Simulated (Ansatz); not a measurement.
Consider WC (space group P-6m2, No. 187; a = 2.899 Å, c = 2.827 Å; relaxed with 0.1 eV smearing).

Computed with DFT with PBEsol, PAW potentials and a 420 eV plane-wave cutoff in Ansatz (a program for electronic structure), no SOC.

Strains are applied to the cell and any free atomic positions relax.

One change was made to it. Results:

```json
[
 {"quantity": "pressure (mean of the normal stresses, compression positive)", "base": "0.0 GPa", "after": "-21.5 GPa"},
 {"quantity": "energy relative to the base (free energy F)", "base": "0 meV/atom", "after": "+44 meV/atom"}
]
```

Question: Name the change that was made.
(A) isotropic strain −3.00 %
(B) isotropic strain +3.00 %
(C) isotropic strain +2.00 %
(D) isotropic strain −2.50 %
(E) isotropic strain −0.50 %

Answer: C, isotropic strain +2.00 %. For comparison, the energy relative to the base in the other runs: isotropic strain −3.00 % gives +117 meV/atom; isotropic strain +3.00 % gives +97 meV/atom; isotropic strain −2.50 % gives +80 meV/atom; isotropic strain −0.50 % gives +3.0 meV/atom.

No phonon test of stability was made. The final runs are not spin-polarised.
